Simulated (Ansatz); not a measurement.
Base system: Cu in the fcc (Cu type) structure (space group Fm-3m, No. 225; a = 3.5184 Å; relaxed with 0.1 eV smearing).

Level of theory: Kohn–Sham DFT with the LDA functional, run in Ansatz (a program for electronic structure) with PAW and 420 eV plane waves, spin-orbit coupling left out.

Before the change:

The pressure is 0.0 GPa.

It is then changed as follows: every lattice vector is stretched by 1.00 %, atoms relaxed at fixed cell.

Problem. What happens to the energy relative to the base and pressure?

Solution. The energy grows by 5.6 meV/atom; the pressure goes from zero to -5.2 GPa.

The cells carry an imposed strain or load. Whether these cells are dynamically stable was not tested. All final runs are without spin polarisation.
